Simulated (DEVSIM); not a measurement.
Structure: abrupt Si p-n junction, at 350 K.

Layer 1 from the left is Si, thickness (μm) 15.0, Na (cm⁻³) 6.5e16, τn (s) 8.6e-5, τp (s) 8.6e-5. Layer 2 from the left is Si, thickness (μm) 19.0, Nd (cm⁻³) 1.9e16, τn (s) 8.6e-5, τp (s) 8.6e-5.

Left contact: ohmic. Right contact: ohmic. Voltage is applied to the left contact. Recombination: SRH at mid-gap, radiative. Mobility is μmin + (μ − μmin)/(1 + (N/Nref)^α).

Constants are typed, rounded textbook-type inputs, not results; the design itself was drawn at random and stands for no fabricated device. Values at 300 K; Nc and Nv go as T^1.5, mobilities as T to minus their exponent, the gap by Varshni's rule with the affinity fixed.

Si: gap (eV) 1.124, affinity (eV) 4.05, permittivity 11.7, Nc (cm⁻³) 2.86e19, Nv (cm⁻³) 3.1e19, μn (cm²/Vs) 1417, μp (cm²/Vs) 470, μn,min 52, μp,min 45, Nref,n 9.7e16, Nref,p 2.2e17, αn 0.68, αp 0.72, T exponent of μn 2.3, T exponent of μp 2.2, B (cm³/s) 4.7e-15, Varshni α (eV/K) 0.000473, Varshni β (K) 636.

Task: Estimate by hand the built-in potential, the peak field at zero bias, the capacitance at -3 V, and compare with a numerical solution.

Result: 
- Built-in potential: ni = √(Nc Nv) exp(−Eg/2kT) = 3.78e11 cm⁻³ with Eg = 1.111 eV; Vbi = kT/q ln(Na Nd/ni²) = 0.690 V; numerical 0.690 V.
- Peak field at zero bias: depletion approximation: W = √(2εVbi/(qN)) = 0.246 μm with N = 1.47e16 cm⁻³; field = 2Vbi/W = 56000 V/cm; numerical 53500 V/cm (estimate above by 4.6 %).
- Capacitance at -3 V: C = √(qεN / 2(Vbi + |V|)) = 18.2 nF/cm²; numerical 18.3 nF/cm² (estimate below by 0.82 %).

Simulated with DEVSIM: 1D drift-diffusion, Boltzmann statistics, complete ionisation; no tunnelling, impact ionisation, image-force lowering or self-heating.
